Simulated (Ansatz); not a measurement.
The parent structure is SrO in the rock salt structure (space group Fm-3m, No. 225; a = 5.122 Å). Axes: x, y, z lie along the cube axes.

Method: PBEsol, PAW, 420 eV (Ansatz, a program for electronic structure; no SOC).

For the base:

| Property | Value |
|---|---|
| Band gap | 3.20 eV |

Perturbation: compressive biaxial strain of 0.50 % in the plane normal to [001], as in epitaxy on a mismatched substrate; the out-of-plane cell vector and the atoms relax.

What happens to the out-of-plane strain, energy relative to the base and band gap?

The out-of-plane strain is +0.27 %; the energy increases by 0.5 meV/atom; the band gap drops by 0.024 eV, from 3.20 eV to 3.17 eV.

Gaps are read on the SCF mesh and a high-symmetry path. Stability against distortions was not tested.
